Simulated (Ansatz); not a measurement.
# Ge: energy against volume

Ge (diamond, Fd-3m, 23.909 Å³/atom and stress up to 0.01 GPa in the relaxed cell, cube axes along x, y and z) under an equal strain ε along all three axes. PBE in Ansatz, a plane-wave DFT program (PAW, default set), 420 eV, 14×14×14 Γ-centred mesh, Fermi-Dirac smearing 0.05 eV; ions are relaxed, or left where forces stay under 0.02 eV/Å, within the symmetry of each cell. Against the start cell, which lies near the measured one, the relaxed cell differs by 5.6 % in volume; the values below rest on it.

Here V stands for volume and E for E less E0.

| volume (Å³/atom) | E less E0 (meV/atom) | pressure (GPa) |
|---|---|---|
| 21.8208 | ? | ? |
| 22.5027 | 16.92 | 4.12 |
| 22.8489 | 9.29 | 2.97 |
| 23.1986 | 4.02 | 1.90 |
| 23.5519 | 0.96 | 0.91 |
| 23.9087 | 0.00 | -0.01 |
| 24.2691 | 1.01 | -0.85 |
| 24.6332 | 3.89 | -1.63 |
| 25.0008 | 8.50 | -2.35 |
| 25.3721 | 14.76 | -3.02 |

Problem. Using the third-order Birch-Murnaghan form, a cubic in V^(-2/3), estimate the missing E at V = 21.8208 from the other rows, showing the fit.

Solution. With u = V^(-2/3) - 0.1206, the rows have u = 0.0048614, 0.0035909, 0.0023397, 0.0011071, -0.0001068, -0.0013026, -0.0024811, -0.0036418, -0.0047856. Least squares gives E = 0.006 + 107.2·u + 680075·u² + 2798003·u³. Residuals (row less fit): -0.001, 0.000, 0.004, -0.002, -0.002, -0.004, 0.006, 0.000, -0.001; standard error 0.004 (degrees of freedom: 5). Its minimum lies at u = -0.0000789, so V0 = (0.1205211)^(-3/2) = 23.90. There d²E/du² = 1359000 and d³E/du³ = 1.679e7, so B0 = (4/9) × 23.90^(-7/3) × 1359000 × 0.160218 = 58.8 GPa (the last factor turns the table's units into GPa), and B0' = 4 + (2/3) × 0.1205211 × (1.679e7)/1359000 = 5.0. B0' rests on the cubic coefficient alone and has a standard error of 0.1 from these residuals. At the withheld row, u = 0.0074618, so E = 0.006 + 107.2 × 0.0074618 + 680075 × 0.0074618² + 2798003 × 0.0074618³ = 39.834 meV/atom. The calculation gives 39.72 meV/atom, 0.114 meV/atom below the prediction (0.3 % of the range of E in the table). The row lies outside the fitted rows, so this is an extrapolation. The scatter of the fitted rows lies at the last printed digit.

This level leaves no gap over 0.05 eV at strain -1.50, -1.00, -0.50, 0.00, 0.50, 1.00, 1.50, 2.00 %. Other structures, which can take over under pressure, weren't tried. The same form fitted to the pressure column gives B0' = 4.9; series where the two differ by over 0.4 aren't shown. Rows are the converged runs of the series near zero and its far end, less any whose ions stayed unrelaxed beside relaxed ones; series whose fitted rows scatter by over a few per cent of the range, as at a crossing or softening among them, aren't shown in this form.
